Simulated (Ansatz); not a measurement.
Ga vacancy in wurtzite GaN

Level of theory: PBE, PAW (plane waves to 420 eV; Ansatz, a first-principles code). A 3×2×2 supercell of 96 sites was used; the energies come from a 2×2×2 shifted sampling of its zone. Site at the start: the Ga site. Charged cells carry a point-charge image correction with potential alignment at far atoms. Dielectric constants: PBE linear response of the host. Host gap at this level: 1.71 eV. Finite-size and sampling errors can reach tenths of an eV here. The semilocal functional narrows the gap, so deep levels can fall outside it. Spin–orbit coupling is left out. Each state is the lowest found from its start.

Formation energies E_f are given with the Fermi level at the valence-band maximum. Chemical conditions: Ga-rich (Δμ(Ga) = 0.00 eV; only phases computed here count, gases as isolated molecules at 0 K); N-rich (Δμ(Ga) = -0.88 eV; only phases computed here count, gases as isolated molecules at 0 K). Reference phases: Ga: alpha gallium.

Charges from +1 to −3 were run; one beyond them could lie lower near a band edge.

```json
[
 {"charge": "+1*", "moment (μB)": "fractional", "largest move off a lattice site (Å)": "0.21", "image correction with alignment (eV)": "–", "E_f, Ga-rich (eV)": "–", "E_f, N-rich (eV)": "–", "above the lowest spin state (eV)": "0.00"},
 {"charge": "+1*", "moment (μB)": "not spin-polarised", "largest move off a lattice site (Å)": "0.22", "image correction with alignment (eV)": "–", "E_f, Ga-rich (eV)": "–", "E_f, N-rich (eV)": "–", "above the lowest spin state (eV)": "0.41"},
 {"charge": "0", "moment (μB)": "3.0", "largest move off a lattice site (Å)": "0.21", "image correction with alignment (eV)": "0.00", "E_f, Ga-rich (eV)": "6.99", "E_f, N-rich (eV)": "6.11", "above the lowest spin state (eV)": "0.00"},
 {"charge": "0", "moment (μB)": "3.0", "largest move off a lattice site (Å)": "0.21", "image correction with alignment (eV)": "0.00", "E_f, Ga-rich (eV)": "6.99", "E_f, N-rich (eV)": "6.11", "above the lowest spin state (eV)": "0.00"},
 {"charge": "−1", "moment (μB)": "2.0", "largest move off a lattice site (Å)": "0.20", "image correction with alignment (eV)": "0.42", "E_f, Ga-rich (eV)": "7.61", "E_f, N-rich (eV)": "6.72", "above the lowest spin state (eV)": "0.00"},
 {"charge": "−1†", "moment (μB)": "not spin-polarised", "largest move off a lattice site (Å)": "0.21", "image correction with alignment (eV)": "0.43", "E_f, Ga-rich (eV)": "–", "E_f, N-rich (eV)": "–", "above the lowest spin state (eV)": "0.31"},
 {"charge": "−2", "moment (μB)": "1.0", "largest move off a lattice site (Å)": "0.20", "image correction with alignment (eV)": "1.16", "E_f, Ga-rich (eV)": "8.75", "E_f, N-rich (eV)": "7.86", "above the lowest spin state (eV)": "0.00"},
 {"charge": "−2", "moment (μB)": "1.0", "largest move off a lattice site (Å)": "0.21", "image correction with alignment (eV)": "1.16", "E_f, Ga-rich (eV)": "8.75", "E_f, N-rich (eV)": "7.86", "above the lowest spin state (eV)": "0.00"},
 {"charge": "−3†", "moment (μB)": "not spin-polarised", "largest move off a lattice site (Å)": "0.20", "image correction with alignment (eV)": "2.23", "E_f, Ga-rich (eV)": "–", "E_f, N-rich (eV)": "–", "above the lowest spin state (eV)": "0.00"}
]
```

* At this level the carrier isn't localised at the defect: at charge +1 holes occupy the valence band. Such a state is shallow or no state of the defect, and this cell gives it no level.

† Not settled in this cell, so no level is given: charge −3: level within 0.1 eV of a band edge or past it.

Starting moments that weren't kept: charge 0 began with 1 μB and ended with 3.0; charge −2 began with 3 μB and ended with 1.0.

Transition levels above the valence-band maximum: ε(0/−1) = 0.61 eV; ε(−1/−2) = 1.14 eV. On the lower envelope of the bound states, inside the gap: (0/−1) at 0.61 eV; (−1/−2) at 1.14 eV.

Flagged in the runs: a host whose relaxation on this sampling wasn't shown to rest.

All states together cost very roughly 12 core-hours.
